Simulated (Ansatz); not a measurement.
A constructed model of the (111) surface of fcc Pd, a pseudomorphic layer of Mg in the host's stacking (bottom of the slab: a bare face, its two planes held)

Computed with PBE (plane waves to 420 eV, PAW; Ansatz, an electronic-structure program).

Slab: 7 atoms, 13.8 Å thick at the start; k 15x15x1, smearing 0.1 eV, dipole-corrected; 2 atoms held, the rest relaxed; start symmetry kept, larger cells not searched; no spin, no spin-orbit, no U. In PBE it lies 0.01 eV a 1x1 cell over the lowest computed structure of the same composition (a pseudomorphic layer of Mg in the other hollow).

```json
{
  "work_function_of_the_top_face": "4.10 eV",
  "energy_released_by_relaxation": "0.11 eV",
  "cost": "around 90 core-seconds (rough)"
}
```
